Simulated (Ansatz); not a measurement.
Take Y in the hcp (Mg type) structure (space group P6_3/mmc, No. 194; relaxed with 0.1 eV smearing) as the base.

```
Y
1.0
    3.59431     0.00000     0.00000
   -1.79716     3.11277     0.00000
    0.00000     0.00000     5.60992
Y
2
Direct
  0.66667   0.33333   0.75000
  0.33333   0.66667   0.25000
```

Level of theory: PBEsol (Ansatz, a quantum-chemistry and plane-wave program), without spin-orbit coupling.

Before the change:

```
Quantity   Result
--------  -------
Pressure  0.0 GPa
Band gap     zero
```

One thing is altered: an isotropic linear strain of −1.00 %, atoms relaxed at fixed cell.

Task: Estimate the effect on the energy relative to the base.

Result: The energy grows by 3.8 meV/atom.

Task: How does this affect the pressure?

Result: The pressure (mean of the normal stresses, compression positive) goes from zero to 1.3 GPa.

Task: Estimate the effect on the band gap.

Result: The band gap remains zero.

No phonon test of stability was made. All final runs are without spin polarisation.
